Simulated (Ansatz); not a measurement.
Ansatz (a quantum-chemistry and plane-wave program) run on LuPt₃ (P4mm, 4 atoms in the cell): self-consistent single point

Method of the run: PBEsol, default PAW files made with PBE (plane waves; Ansatz).

Input:

Ansatz 0.2 input:
```yaml
crystal:
  lattice:
    - [4.025561, 0.000000, 0.000000]
    - [0.000000, 4.025561, 0.000000]
    - [0.000000, 0.000000, 4.025561]
  atoms:
    - { symbol: Lu, position_ang: [0.000000, 0.000000, 0.050001] }
    - { symbol: Pt, position_ang: [0.000000, 2.012780, 2.012780] }
    - { symbol: Pt, position_ang: [2.012780, 0.000000, 2.012780] }
    - { symbol: Pt, position_ang: [2.012780, 2.012780, 0.000000] }
basis:
  ecutwfc: 420.0 eV
kpoints:
  mp_grid:
    grid: [8, 8, 8]
hamiltonian:
  xc: pbesol
  pseudopotentials:
    kind: paw
scf:
  occupations:
    method: fermi_dirac
    width: 0.1 eV
output:
  forces: true
  eigenvalues: true
  stress: true
```

Output (repeated stretches shortened):

```
WARN ansatz: RAYON_NUM_THREADS=1 ignored (pool sized by the plan → 1); use --threads N
Pseudopotentials: kind: paw
Pseudopotential: Lu, paw, valence charge 25
Pseudopotential: Pt, paw, valence charge 18
Crystal: 4 atoms, lattice volume = 65.235 Å³
Basis set: ecut = 420 eV, 1309 PW (Γ), exchange–correlation on 54×54×54 points (8 copies of the dense FFT grid, shifted against one another)
Bands: 48, of which v1, the nominal top of the filled ones, is band 40 counted from 1 (39 counted from 0)
Symmetry: 8 space group operations
Space group: P4mm (ITA 99), of the structure as read, at distance tolerance 4.0e-5 Å
k-points: 75 of 512 (time reversal used)
PAW frozen core: Lu, regenerated for the run's functional, and the local potential with it
PAW frozen core: Pt, regenerated for the run's functional, and the local potential with it
Initial density: superposition of atomic densities (neutral atoms: chi_scale 0, normalization atom), corrected by the library's trained network
Initial wavefunctions: pseudopotential atomic-orbital guess
Eigensolver: davidson
Functional: x = pbesol(κ = 0.804, μ = 0.12345679012345678), c = pbesol(β = 0.046)
SCF iter   1: F=—  HF=-51767.137671 eV  |F-HF|=—  |Δ(HF+E_count)|=         —  Δρ=8.15e-3  dr2=6.17e-2  ethr=1.77e-3  ⟨swp⟩=6.5  Hψ=16071  notcnv=0
all-band conjugate gradients solve this SCF's bands
preconditioner: auto → Kerker (q_TF=auto, 2.817 Å⁻¹)
SCF iter   2: F=—  HF=-51767.128394 eV  |F-HF|=—  |Δ(HF+E_count)|=   9.28e-3  Δρ=4.21e-3  dr2=1.92e-2  ethr=7.80e-5  ⟨swp⟩=2.1  Hψ=7198  notcnv=0  defer=3
SCF iter   3: F=—  HF=-51767.126310 eV  |F-HF|=—  |Δ(HF+E_count)|=   2.08e-3  Δρ=1.34e-3  dr2=9.14e-4  ethr=2.43e-5  ⟨swp⟩=2.0  Hψ=5268  notcnv=0  defer=3
SCF iter   4: F=—  HF=-51767.125286 eV  |F-HF|=—  |Δ(HF+E_count)|=   1.02e-3  Δρ=8.58e-4  dr2=7.48e-4  ethr=1.16e-6  ⟨swp⟩=3.0  Hψ=7091  notcnv=0  defer=3
SCF iter   5: F=—  HF=-51767.125053 eV  |F-HF|=—  |Δ(HF+E_count)|=   2.33e-4  Δρ=3.39e-4  dr2=1.36e-4  ethr=9.47e-7  ⟨swp⟩=2.8  Hψ=7900  notcnv=0  defer=4
SCF iter   6: F=—  HF=-51767.125027 eV  |F-HF|=—  |Δ(HF+E_count)|=   2.61e-5  Δρ=1.10e-4  dr2=8.76e-6  ethr=1.72e-7  ⟨swp⟩=2.1  Hψ=5792  notcnv=0  defer=4
SCF iter   7: F=—  HF=-51767.125050 eV  |F-HF|=—  |Δ(HF+E_count)|=   2.33e-5  Δρ=3.70e-5  dr2=5.12e-7  ethr=1.11e-8  ⟨swp⟩=2.3  Hψ=6604  notcnv=0  defer=4
SCF iter   8: F=-51767.125050 eV  HF=-51767.125050 eV  |F-HF|=7.26e-8  |Δ(HF+E_count)|=   1.53e-7  Δρ=1.09e-5  dr2=8.44e-8  ethr=1.27e-10  ⟨swp⟩=11.6  Hψ=22324  notcnv=0
SCF 1 converged in 8 iterations: F = -51767.125050 eV  dr2 = 8.44e-8
SCF converged after 8 iterations
Free energy (F): -51767.125050 eV
Harris-Foulkes:  -51767.125050 eV  (|F-HF|=7.26e-8)
Internal energy: -51767.028058 eV  (E = F + TS)
E sigma→0 (E₀):  -51767.076554 eV
Entropy (-TS):   -0.096991 eV (-24.248 meV/atom)
Fermi energy:    21.946050 eV
--- Per-component energies (eV) ---
  E_band       = -220.418993
  E_kinetic    = 2341.754331
  E_local      = -10250.143216  (includes V_loc(G=0)·N_el)
  E_nonlocal   = 1189.867327
  E_hartree    = 4098.278422
  E_xc         = -1002.120369
  E_vxc        = -1170.835458  (∫ρ·V_xc dr)
  E_paw        = -35205.795407  (= ΣΔE_a)
  E_vpaw       = -527.636143  (= ΣTr[D̂ρ^β])
  E_aug_tail   = 0.000696  (compensation charges beyond the density's cutoff)
  E_ewald      = -12940.922951
  E_core_change = 2.053111  (= ΣΔE_core)
  E_smearing   = -0.096991  (= −TS)
  E_closure    = -0.000000  (closes the sum)
  Σ components = -51767.125050   (vs F -51767.125050, Δ=0.00e0)
--- Forces (eV/Å), atoms counted from 1 ---
  atom   1  Lu    -0.00000000     0.00000000    -0.51973570
  atom   2  Pt     0.00000000     0.00000000     0.25950582
  atom   3  Pt     0.00000000     0.00000000     0.25950582
  atom   4  Pt    -0.00000000     0.00000000     0.00067093
  max |Σ_I F_I| component: 5.31e-5 eV/Å
--- Stress (GPa, compression-positive) ---
        0.166669       0.000000       0.000000
        0.000000       0.166669       0.000000
        0.000000       0.000000       0.185299
  P = ⅓ Tr σ = 0.1729 GPa (1.729 kbar)
  The stress holds the Pulay correction. Without it, at fixed plane waves, as pw.x and ABINIT print it: P = 0.0987 GPa
--- Band table (eV; the first three rows and the last of 75) ---
  k-point 0: bands = ["-76.2441", "-76.2222", "-76.2207", "-32.8735", "-30.5460", "-30.5460", "-30.5454", "-30.3976", "-30.3969", "-30.3969", "-30.3049", "-30.3049", "-30.3042", "-3.6740", "-3.6733", "-3.6733", "12.9360", "15.9219", "15.9719", [...]
  k-point 1: bands = ["-76.2434", "-76.2222", "-76.2215", "-32.8744", "-30.5409", "-30.5409", "-30.5359", "-30.3982", "-30.3982", "-30.3979", "-30.3131", "-30.3088", "-30.3088", "-3.6911", "-3.6758", "-3.6758", "13.1511", "16.0274", "16.0836", [...]
  k-point 2: bands = ["-76.2414", "-76.2235", "-76.2222", "-32.8766", "-30.5272", "-30.5272", "-30.5089", "-30.4024", "-30.4024", "-30.3987", "-30.3385", "-30.3184", "-30.3184", "-3.7321", "-3.6817", "-3.6817", "13.7674", "16.2235", "16.4306", [...]
  k-point 74: bands = ["-76.2297", "-76.2297", "-76.2275", "-32.8701", "-30.6210", "-30.5218", "-30.5200", "-30.5200", "-30.3190", "-30.3178", "-30.3146", "-30.3127", "-30.3127", "-3.7240", "-3.7236", "-3.7236", "15.6004", "15.6024", "15.6024", [...]
```

The run converged in 8 iterations.

The starting cell comes from a database of computed structures (which also holds hypothetical and non-ambient phases and stackings), without a prior relaxation at this level. Its lattice was rescaled by up to half a per cent. One atom was moved a little off its site on purpose. Spin-orbit coupling is off. Spin polarisation is off. Ansatz's pressure includes its estimate of the finite-basis (Pulay) stress.
